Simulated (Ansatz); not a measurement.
Amorphous Al₂₈O₄₅W, 74 atoms at 3.38 g/cm³, one PBE-relaxed geometry, zone centre. Methods: PBE, scalar-relativistic without spin-orbit coupling (Ansatz, an electronic-structure program); r2SCAN, scalar-relativistic without spin-orbit coupling (Ansatz); HSE06, scalar-relativistic without spin-orbit coupling (Ansatz). Plane waves to 420 eV (r2SCAN 500 eV); exact exchange is cut at the cell's faces. At PBE the levels at both edges of the gap are localised (band-tail or defect states), and the nearest spread-out levels lie 4.0 eV apart at the zone centre. All rungs ran without spin polarisation.

It comes from a melt-quench run on a machine-learned potential (CHGNet), relaxed afterwards by DFT. O atoms were pushed apart under 1.9 Å during the dynamics, to hinder bonds among them. The hot cell started wider than the set density and was brought back towards it in steps. It is the lowest in DFT energy of 2 quenches. It is a model cell: composition and starting density were chosen by hand, and all elements were melted together. No dispersion term was used. Its density started from a set value of 3.36 and ended at 3.38 g/cm³. The quench (nominally 410 K/ps over its main leg) was far faster than any real one, so the model tends to hold more defects than a real film. One small periodic cell is one sample of the glass; other quenches scatter about these values. Volume and shape were free in the relaxation. Stress components on the final sampling reach 0.9 GPa. Cycles of charging lowered its energy after that relaxation.

The relaxation ran on the zone centre alone. At PBE the gap between localised states is 3.08 eV on a 2×2×2 Γ-centred mesh, and the spacing at the zone centre alone 3.10 eV.

Task: What zone-centre spacing does r2SCAN give, roughly?

Result: 3.44 eV (+0.34 eV against PBE).

Task: What zone-centre spacing does HSE06 give, roughly?

Result: 4.62 eV (+1.51 eV against PBE).

The highest filled and the lowest empty state spread over these numbers of atoms (participation numbers): PBE: 7.0 and 3.2; r2SCAN: 6.8 and 3.0; HSE06: 6.8 and 3.0.
